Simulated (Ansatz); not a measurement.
A self-consistent single point of MgNiF6 (R3, 8 atoms in the cell) with Ansatz (a program for electronic structure).

Method of the run: PBEsol, default PAW files made with PBE (plane waves; Ansatz).

```yaml
crystal:
  lattice:
    - [2.41348, 1.39342, 4.37887]
    - [-2.41348, 1.39342, 4.37887]
    - [0.00000, -2.78685, 4.37887]
  atoms:
    - { symbol: Mg, position: [0.50381, 0.50381, 0.50381] }
    - { symbol: Ni, position: [0.00000, 0.00000, 0.00000] }
    - { symbol: F, position: [0.37297, 0.76937, 0.09415] }
    - { symbol: F, position: [0.62703, 0.23063, 0.90585] }
    - { symbol: F, position: [0.09415, 0.37297, 0.76937] }
    - { symbol: F, position: [0.90585, 0.62703, 0.23063] }
    - { symbol: F, position: [0.76937, 0.09415, 0.37297] }
    - { symbol: F, position: [0.23063, 0.90585, 0.62703] }
```

Reference input (self-consistent single point, DFT, PBEsol, plane waves, default PAW files made with PBE): basis.ecutwfc = 30.9 Ry; kpoints.mp_grid.grid = 5 5 5; hamiltonian.xc = pbesol; hamiltonian.pseudopotentials = {kind: paw} (the program's default PAW files); scf.occupations.method = gaussian; scf.occupations.width = 0.0073 Ry. This run's input differs from it in these lines:

Ansatz 0.2 input:
```diff
@@ -15,3 +15,3 @@
 basis:
-  ecutwfc: 30.9 Ry
+  ecutwfc: 46.3 Ry
 kpoints:
```

Output, abridged:

```
SCF iter   1: F=—  HF=-12520.647084 eV  |F-HF|=—  |Δ(HF+E_count)|=         —  Δρ=1.54e-2  dr2=1.16e-1  ethr=1.77e-3  ⟨swp⟩=6.0  Hψ=4301  notcnv=0  defer=10
all-band conjugate gradients solve this SCF's bands
preconditioner: auto → Resta (q_TF=auto, 2.624 Å⁻¹)
SCF iter   2: F=—  HF=-12520.607041 eV  |F-HF|=—  |Δ(HF+E_count)|=   4.00e-2  Δρ=2.62e-3  dr2=3.21e-3  ethr=1.65e-4  ⟨swp⟩=2.0  Hψ=2069  notcnv=0  defer=69
   [... lines left out ...]
SCF iter   6: F=—  HF=-12520.607396 eV  |F-HF|=—  |Δ(HF+E_count)|=   9.97e-5  Δρ=1.07e-4  dr2=7.17e-6  ethr=1.04e-7  ⟨swp⟩=2.0  Hψ=1383  notcnv=0  defer=69
SCF iter   7: F=—  HF=-12520.607396 eV  |F-HF|=—  |Δ(HF+E_count)|=   7.34e-7  Δρ=5.76e-5  dr2=1.95e-6  ethr=1.02e-8  ⟨swp⟩=2.1  Hψ=1582  notcnv=0  defer=69
SCF iter   8: F=—  HF=-12520.607396 eV  |F-HF|=—  |Δ(HF+E_count)|=   1.93e-7  Δρ=1.66e-5  dr2=1.88e-7  ethr=2.79e-9  ⟨swp⟩=2.2  Hψ=1495  notcnv=0  defer=69
SCF iter   9: F=-12520.607396 eV  HF=-12520.607396 eV  |F-HF|=4.37e-8  |Δ(HF+E_count)|=   7.57e-8  Δρ=9.31e-6  dr2=5.41e-8  ethr=1.43e-10  ⟨swp⟩=10.6  Hψ=4758  notcnv=0
SCF 1 converged in 9 iterations: F = -12520.607396 eV  dr2 = 5.41e-8
Free energy (F): -12520.607396 eV
Internal energy: -12520.607396 eV  (E = F + TS)
E sigma→0 (E₀):  -12520.607396 eV
Fermi energy:    3.154311 eV
--- Forces (eV/Å), atoms counted from 1 ---
  atom   1  Mg     0.00000000     0.00000001    -0.38668045
  atom   2  Ni    -0.00000000    -0.00000001     0.22251712
  atom   3  F     -0.13522144    -0.04794793    -0.04621965
  atom   4  F      0.17114451    -0.07149908     0.10094444
  atom   5  F      0.10913485    -0.09313123    -0.04621966
  atom   6  F     -0.02365224     0.18396503     0.10094445
  atom   7  F      0.02608659     0.14107917    -0.04621965
  atom   8  F     -0.14749227    -0.11246596     0.10094444
--- Stress (GPa, compression-positive) ---
       -0.518453      -0.000003      -0.000000
        0.000003      -0.518453       0.000000
        0.000000       0.000000      -0.928245
  P = ⅓ Tr σ = -0.6550 GPa (-6.550 kbar)
  The stress holds the Pulay correction. Without it, at fixed plane waves, as pw.x and ABINIT print it: P = -0.6766 GPa
```

The run converged in 9 iterations. Against the reference run the free energy drops by 5.1 meV/atom, the pressure moves little (-0.64 to -0.66 GPa), the largest force stays at 0.387 eV/Å and the gap on the mesh hardly changes (1.398 to 1.399 eV).

The starting cell comes from a database of computed structures (which also holds hypothetical and non-ambient phases and stackings), without a prior relaxation at this level. Its lattice was rescaled by up to half a per cent. One atom was moved a little off its site on purpose. Ansatz's pressure includes its estimate of the finite-basis (Pulay) stress.
